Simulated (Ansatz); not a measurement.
# A computed series for GaSb: response to strain

Start from GaSb in the zinc blende structure (space group F-43m, No. 216; a = 6.049 Å).

Strains are applied to the cell and any free atomic positions relax.

The values are results of Ansatz (an electronic-structure program), LDA, PAW, cutoff 420 eV, scalar-relativistic without spin-orbit coupling, not measurements.

Candidates:
(a) isotropic strain +2.50 %
(b) isotropic strain −3.00 %
(c) isotropic strain +1.50 %
(d) isotropic strain −2.00 %
(e) isotropic strain +2.00 %

Notes on the quantities. energy relative to the base: free energy F.

**Question.** Order them by energy relative to the base, highest first.

**Answer.** (b) isotropic strain −3.00 % (+44 meV/atom), (a) isotropic strain +2.50 % (+25 meV/atom), (d) isotropic strain −2.00 % (+19 meV/atom), (e) isotropic strain +2.00 % (+16 meV/atom), (c) isotropic strain +1.50 % (+9.2 meV/atom)

Stability against distortions was not tested. The final runs are not spin-polarised.
